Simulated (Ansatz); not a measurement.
Al vacancy + O vacancy (V_Al+V_O) in corundum (start: the Al site; O 1.99 Å away; 120-site cell, 2×2×2 Γ-centred sampling). Level of theory: PBE, PAW (plane waves to 420 eV; Ansatz, a program for electronic structure). Total energies of the localised charge states, counted from that of charge +1, and their image corrections (point charge with alignment); the host's valence-band maximum lies at 7.358 eV on the cells' energy zero and its gap is 5.85 eV.

```csv
charge,moment (μB),E − E(first) (eV),correction (eV)
+1,2.0,0.000,-0.137
0,1.0,7.603,0.000
−1,not spin-polarised,15.508,0.430
```

**Question.** Derive the transition levels above the valence-band maximum and say which of them are thermodynamic.

**Answer.** A level is the Fermi energy at which two charges have equal formation energy: ε(q/q′) = [E(q′) + corr(q′) − E(q) − corr(q)] / (q − q′) − E_VBM.
ε(+1/0) = [(7.603 + 0.000) − (0.000 + -0.137)] / 1 − 7.358 = 0.38 eV
ε(0/−1) = [(15.508 + 0.430) − (7.603 + 0.000)] / 1 − 7.358 = 0.98 eV
Thermodynamic levels at least 0.1 eV inside the gap: (+1/0) at 0.38 eV; (0/−1) at 0.98 eV. They hold to tenths of an eV in this cell. Only the charges listed were compared. The geometries come from one start. Flagged in the runs: a host whose relaxation on this sampling wasn't shown to rest.
